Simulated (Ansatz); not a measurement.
## SrMoO3: pressure series

Take SrMoO₃ (space group I4/mcm, No. 140; a = 5.5841 Å, c = 7.9044 Å; a cell from a computed database, its experimental status unchecked) as the base.

Cell and atoms are relaxed at each pressure.

All numbers come from Kohn–Sham DFT with the PBEsol functional, run in Ansatz (a quantum-chemistry and plane-wave program) with PAW and 420 eV plane waves, no spin-orbit coupling.

```json
[
 {"P (GPa)": "-2.01", "V (Å³/atom)": "12.456"},
 {"P (GPa)": "-1.01", "V (Å³/atom)": "12.390"},
 {"P (GPa)": "0.29", "V (Å³/atom)": "12.306"},
 {"P (GPa)": "0.69", "V (Å³/atom)": "12.282"},
 {"P (GPa)": "1.50", "V (Å³/atom)": "12.232"},
 {"P (GPa)": "3.00", "V (Å³/atom)": "12.142"},
 {"P (GPa)": "5.00", "V (Å³/atom)": "12.027"},
 {"P (GPa)": "7.50", "V (Å³/atom)": "11.890"},
 {"P (GPa)": "9.99", "V (Å³/atom)": "11.761"}
]
```

A third-order Birch–Murnaghan fit to these points gives V₀ = 12.33 Å³/atom, B₀ = 195 GPa and B₀′ = 3.9. At pressure 10 GPa the volume is 95.4 % of V₀.

Load acts through the strain it causes; cell and atoms are relaxed under it. Whether these cells are dynamically stable was not tested. No other phases were tried under pressure. No Hubbard U is applied, and correlation can decide whether such a compound is a metal. All final runs are without spin polarisation.
